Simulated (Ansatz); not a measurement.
The reference is ZrSiS (space group P4/nmm, No. 129; a = 3.519 Å, c = 8.029 Å).

Level of theory: PBEsol/PAW in Ansatz (an electronic-structure program), scalar-relativistic without spin-orbit coupling.

One change was made to it. Results:

The volume per atom decreases by 0.995 Å³ to 15.57 Å³; the c/a ratio shrinks by 0.007, from 2.282 to 2.275.

What was done to the base?
A) pressure 3 GPa
B) pressure 10 GPa
C) pressure 0.3 GPa

B, pressure 10 GPa. For comparison, the volume per atom in the other runs: pressure 3 GPa gives 16.24 Å³; pressure 0.3 GPa gives 16.53 Å³.

Load acts through the strain it causes; cell and atoms are relaxed under it. Whether these cells are dynamically stable was not tested. No other phases were tried under pressure. The final runs are not spin-polarised.
